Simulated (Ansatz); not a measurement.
System: SrTiO3 (P6₃/mmc, No. 194, 30 atoms in the cell; start mp-776018). Method: r²SCAN in Ansatz (plane waves, PAW).

Run with plane-wave cutoff 560 eV, 6×6×4 k mesh (along the axes of the cell as run), Fermi–Dirac smearing 0.01 eV, no spin polarisation, scalar-relativistic PAW data made under PBE.

Cell (relaxed with PBEsol):

Space group P6₃/mmc (No. 194); a = b = 5.549 Å, c = 13.694 Å, α = β = 90.00°, γ = 120.00°

| atom | site | symmetry | x | y | z |
|---|---|---|---|---|---|
| Sr | 4f | 3m. | 0.3333 | 0.6667 | 0.1048 |
| Sr | 2b | -6m2 | 0.0000 | 0.0000 | 0.2500 |
| Ti | 4f | 3m. | 0.6667 | 0.3333 | 0.1533 |
| Ti | 2a | -3m. | 0.0000 | 0.0000 | 0.0000 |
| O | 12k | .m. | 0.3285 | 0.1643 | 0.0823 |
| O | 6h | mm2 | 0.5102 | 0.0203 | 0.2500 |

Q: Give the computed band gap.

A: 
* **band gap**: 2.26 eV

Note: cell and atoms aren't relaxed at this level (largest force component 0.09 eV/Å, pressure 2.2 GPa).

Spin–orbit coupling is not included.

Static lattice: no zero-point or thermal effects.

Computing time: very roughly 5 core-minutes.

A start named mp-… is a Materials Project structure, which need not be a measured phase.

Ansatz is an electronic-structure program.
